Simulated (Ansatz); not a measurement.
The starting structures come from a database of crystals and need not be the phases stable at ambient conditions.

 Where the default PAW files enter, the runs use the earlier of Ansatz's two default sets.

By LDA and PBEsol, the system below comes out a metal.

Input:

```
InSb
1.0
    4.34661     0.00000     0.00000
    0.00000     4.34661     0.00000
    2.17330    -2.17330     3.07351
In Sb
1 1
Direct
  0.00000   0.00000   0.00000
  0.50000   0.50000   0.00000
```

Space group of this cell: Fm-3m, rock salt. The cell is taken as given; by PBEsol its mean pressure is -2.7 GPa.

The current runs along the normal of the first two printed vectors, the (001) plane. All runs by Ansatz (a first-principles code), plane waves and PAW, without spin-orbit coupling; the base is PBEsol.

```
run                                                      mean pressure (GPa)  G/A, both spins (10¹⁵ S/m²)
-------------------------------------------------------  -------------------  ---------------------------
base                                                                    -2.7                         0.80
all lengths scaled by 0.98                                               0.3                            …
all lengths scaled by 1.02                                              -4.9                         0.77
lda in place of pbesol                                                  -4.1                         0.80
lengths across the current scaled by 0.98, ions clamped                 -0.8                            …
lengths across the current scaled by 1.02, ions clamped                 -4.2                            …
lengths along the current scaled by 0.97, ions clamped                  -1.2                         0.80
lengths along the current scaled by 1.03, ions clamped                  -3.8                         0.79
```

Fill in the missing entries.


- all lengths scaled by 0.98, G/A, both spins (10¹⁵ S/m²): 0.82
- lengths across the current scaled by 0.98, ions clamped, G/A, both spins (10¹⁵ S/m²): 0.82
- lengths across the current scaled by 1.02, ions clamped, G/A, both spins (10¹⁵ S/m²): 0.78
